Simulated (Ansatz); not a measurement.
We consider NbAg (model structure, Fm-3m, No. 225, 2 atoms in the cell), described by PBE (PAW; Ansatz, a first-principles code).

Run with plane-wave cutoff 520 eV, 18×18×18 k mesh, Fermi–Dirac smearing 0.05 eV, no spin polarisation, scalar-relativistic PAW data made under PBE.

Cell (relaxed at this level):

```
AgNb
1.0
    0.00000     2.73014     2.73014
    2.73014     0.00000     2.73014
    2.73014     2.73014     0.00000
Ag Nb
1 1
Direct
  0.00000   0.00000   0.00000
  0.50000   0.50000   0.50000
```

### Question
Give the computed bulk modulus.

### Answer

* **bulk modulus**: 119 GPa

Note: the run has no spin polarisation, so it can have missed a magnetic state; the bulk modulus is −V dP/dV from two relaxed cells at ±2 % in volume; the relaxation could raise the start's symmetry but not lower it, so the cell can be a saddle point.

Computed values are for the static lattice.

The result took roughly 80 core-seconds.

A model structure was made by putting elements into a prototype or built by hand; it is no filed structure, need not be a known phase, and can be a saddle point held by its symmetry.
